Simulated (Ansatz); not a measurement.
Take SiO₂ in the rutile structure (space group P4_2/mnm, No. 136; a = 4.1945 Å, c = 2.6785 Å) as the base. Axes: x, y, z lie along a, b, c of the conventional cell.

All numbers come from Kohn–Sham DFT with the PBEsol functional, run in Ansatz (a quantum-chemistry and plane-wave program) with PAW and 420 eV plane waves, spin-orbit coupling left out.

Before the change:

The gap character is direct at Γ and the electron mass comes out as 0.37 mₑ along c, 0.47 mₑ across (at Γ).

Now apply this change: uniaxial strain ε_xx = +2.40 %, all other strain components held at zero, atoms relaxed at fixed cell.

What happens to the gap character, stress and electron mass?

The gap character is still direct at Γ; the stress (xx, yy, zz, yz, xz, xy; compression positive) is (-9.37, -3.99, -4.32, 0.00, 0.00, 0.00) GPa; the electron mass changes from 0.37 mₑ along c, 0.47 mₑ across (at Γ) to 0.43 mₑ along x, 0.47 mₑ along y, 0.37 mₑ along z (at Γ).

Effective masses come from finite differences of ±0.01 Å⁻¹. Whether these cells are dynamically stable was not tested. k-point labels follow each cell's own Brillouin zone.
